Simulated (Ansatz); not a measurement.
## CuZn: strain along the normal

CuZn (CsCl type, Pm-3m, 12.302 Å³/atom at rest) under an equal strain ε in the (111) plane with the normal axis free, as in a coherent film. PBEsol in Ansatz, a plane-wave DFT program (PAW, default set), 420 eV, 20×20×20 Γ-centred mesh, Fermi-Dirac smearing 0.10 eV; ions are relaxed within the symmetry of each cell.

Here s stands for strain and y for normal strain.

```csv
strain (%),normal strain (%)
-2.50,?
-1.25,0.72
-0.83,0.46
-0.42,0.23
0.00,0.00
0.42,-0.21
0.83,-0.40
1.25,-0.59
```

Q: Using a straight line, estimate the missing y at s = -2.50 from the other rows, showing the fit.

A: Means: s 0, y 0.030. About the means, the sum of products is -2.5361 and the sum of squares of s is 4.8556; the slope is their ratio. Least squares gives y = 0.030 - 0.5223·s. Residuals (row less fit): 0.037, -0.004, -0.019, -0.030, -0.021, 0.004, 0.033; standard error 0.029 (degrees of freedom: 5). The slope, -0.52 ± 0.01, is the elastic response of the normal axis. At the withheld row, y = 0.030 - 0.5223 × (-2.50) = 1.336%. The calculation gives 1.58%, 0.244% above the prediction (11.2 % of the range of y in the table). The row lies outside the fitted rows, so this is an extrapolation. From the scatter of the fitted rows alone, a prediction at this place has a standard error of 0.045%, so the miss is 5.4 times that.

One order more, fitted to all 13 runs of the series, follows each within 0.02, so the miss is the next term of a smooth law. In a metal these values are sensitive to mesh and smearing; energies are taken to zero smearing, stresses follow the free energy. Rows are the converged runs of the series near zero and its far end; series whose fitted rows scatter by over a few per cent of the range, as at a crossing or softening among them, aren't shown in this form. Most that stay on the fit to the last digits aren't either.
